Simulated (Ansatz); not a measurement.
## A short convergence ladder for CsH₃O₂ (Amm2, 6 atoms in the cell)

```yaml
crystal:
  lattice:
    - [4.27148, 0.00000, 0.00000]
    - [0.00000, 2.22366, 4.04368]
    - [0.00000, -2.22366, 4.04368]
  atoms:
    - { symbol: Cs, position: [0.00000, 0.99151, 0.99151] }
    - { symbol: H, position: [0.50000, 0.55847, 0.55847] }
    - { symbol: H, position: [0.50000, 0.07118, 0.45270] }
    - { symbol: H, position: [0.50000, 0.45270, 0.07118] }
    - { symbol: O, position: [0.50000, 0.67951, 0.67951] }
    - { symbol: O, position: [0.50000, 0.33406, 0.33406] }
```

Base method: LDA (PW92), default PAW files made with PBE (plane waves; Ansatz, a quantum-chemistry and plane-wave program).

Base settings: basis.ecutwfc = 420 eV; kpoints.mp_grid.grid = 6 6 6; hamiltonian.xc = lda; hamiltonian.pseudopotentials = {kind: paw} (the program's default PAW files); scf.occupations.method = fixed.

**The width of Fermi-Dirac smearing**

In this ladder: scf.occupations.method = fermi_dirac.

The mesh stays at the base's, so the ladder's end is converged at best in this setting alone.

Only quantities that move along the ladder and can be compared are tabulated.

```csv
scf.occupations.width,free energy less the last step's (meV/atom),pressure (GPa),largest difference of a force vector from the last step's (eV/Å),gap on the mesh (eV)
1 eV,-63.44,-0.79,0.164,4.310
0.5 eV,-1.48,-2.12,0.009,4.031
0.2 eV,0.00,-2.18,0.000,4.015
0.1 eV,0.00,-2.18,0.000,4.015
0.02 eV,0.00,-2.18,0.000,4.015
```

Widest scf.occupations.width that holds the pressure within 0.1 GPa of the last step, with all finer ones: 0.5 eV; the step before is off by 1.4 GPa.

Widest scf.occupations.width that holds the free energy within 0.5 meV/atom of the last step, with all finer ones: 0.2 eV; the step before is off by 1.5 meV/atom.

Widest scf.occupations.width that holds the forces within 0.01 eV/Å of the last step, with all finer ones: 0.5 eV; the step before is off by 0.16 eV/Å.

On the base run: the starting cell comes from a database of computed structures (which also holds hypothetical and non-ambient phases and stackings), without a prior relaxation at this level. Its lattice was rescaled by up to half a per cent. One atom was moved a little off its site on purpose. Ansatz's pressure includes its estimate of the finite-basis (Pulay) stress.

Keys are those of Ansatz 0.2.
